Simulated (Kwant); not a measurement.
System: wire with on-site disorder in a Ge (holes) two-dimensional gas. Effective mass 0.06 mₑ, grid spacing 19 nm, hard walls, nominal width 300 nm (15 grid rows, so walls 304 nm apart), one parabolic valley, scattering region 1200 nm long along x; energies count from the band bottom; Fermi energy swept from 3.4818e-05 to 0.001443 eV. On-site energies in the scattering region are random, uniform within ±W/2, W = 0.0088 eV, averaged over 12 samples.

The device is made up for the run: typed textbook-type constants, with dimensions and the other settings drawn at random.

Computed with Kwant: effective-mass tight-binding model on a square grid, one spin, coherent transport at 0 K. Conductance is in e²/h.

Q: How many channels do the leads carry at E = 1.32 meV?

A: The hard-wall thresholds are n² ħ²π²/(2mW²) = n² × 0.0678 meV with W = 304 nm. √(1.32/0.0678) = 4.41, so 4.
